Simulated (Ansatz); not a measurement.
System: Ti₃GeC₂ (P6₃/mmc, No. 194; cell taken from a computed entry). Method: r²SCAN in Ansatz (plane waves, PAW).

Settings: plane-wave cutoff 600 eV, 24×24×4 k mesh (along the axes of the cell as run), Fermi–Dirac smearing 0.047 eV (set by the program), no spin polarisation, scalar-relativistic PAW data made under PBE.

Computed at the level's own relaxed cell.

Elastic tensor (GPa, Voigt notation, ions relaxed):

```
  377.1    95.3    97.0     0.0     0.0     0.0
   95.3   377.1    97.0     0.0     0.0     0.0
   97.0    97.0   351.7     0.0     0.0     0.0
    0.0     0.0     0.0   144.1     0.0     0.0
    0.0     0.0     0.0     0.0   144.1     0.0
    0.0     0.0     0.0     0.0     0.0   140.9
```

Question: Work out the Voigt, Reuss and Hill averages of the bulk and shear moduli, Young's modulus and Poisson's ratio from the printed constants.

Answer: K_V = [C11 + C22 + C33 + 2(C12 + C13 + C23)]/9 = [1105.9 + 2 × 289.3]/9 = 187.2 GPa. G_V = [1105.9 − 289.3 + 3 × 429.1]/15 = 140.3 GPa. From the compliances S = C⁻¹, K_R = 187.0 and G_R = 140.1 GPa. Hill means: K = 187.1, G = 140.2 GPa. E = 9KG/(3K + G) = 337 GPa, ν = (3K − 2G)/(6K + 2G) = 0.20, K/G = 1.33.

Note: the relaxation could not lower the start's symmetry, so the cell can be a saddle point above a distorted one.

Ansatz is an electronic-structure program.
